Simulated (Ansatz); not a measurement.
The parent structure is InAs in the zinc blende structure (space group F-43m, No. 216; a = 6.087 Å).

The other end (x = 1) is AgAs in the zinc blende structure (space group F-43m, No. 216; a hypothetical phase, not in the database extracts checked): 23.91 Å³/atom, gap zero; this end may not be an ambient phase.

Calculations: PBEsol in Ansatz (plane waves to 420 eV, PAW, scalar-relativistic without spin-orbit coupling).

Ag replaces a fraction x of In; each row is one arrangement (x, atoms in the cell, starting space group or random), fully relaxed.

One change was made to it. Results:

| quantity | base | after |
|---|---|---|
| mean first-shell distances | – | In–As 2.629 Å (end compound 2.636 Å), Ag–As 2.506 Å (end compound 2.495 Å) |
| deviation of the volume from the linear (Vegard-type) interpolation | – | -0.9 % |
| band gap | zero | zero |

Task: Which of these changes matches the shifts?
(A) x(Ag) = 0.75, 8 atoms, Amm2
(B) x(Ag) = 0.25, 8 atoms, I-42m
(C) x(Ag) = 0.667, 6 atoms, P3m1

Result: C, x(Ag) = 0.667, 6 atoms, P3m1. For comparison, the mean first-shell distances in the other runs: x(Ag) = 0.75, 8 atoms, Amm2 gives In–As 2.615 Å (end compound 2.636 Å), Ag–As 2.508 Å (end compound 2.495 Å); x(Ag) = 0.25, 8 atoms, I-42m gives In–As 2.633 Å (end compound 2.636 Å), Ag–As 2.521 Å (end compound 2.495 Å).

Each cell is one ordered arrangement of few atoms, which overstates ordering effects compared with a random alloy. Whether these cells are dynamically stable was not tested. The final runs are not spin-polarised. A zero or small gap of InAs can be the functional's error rather than a property of the material.

Ansatz is an electronic-structure program.
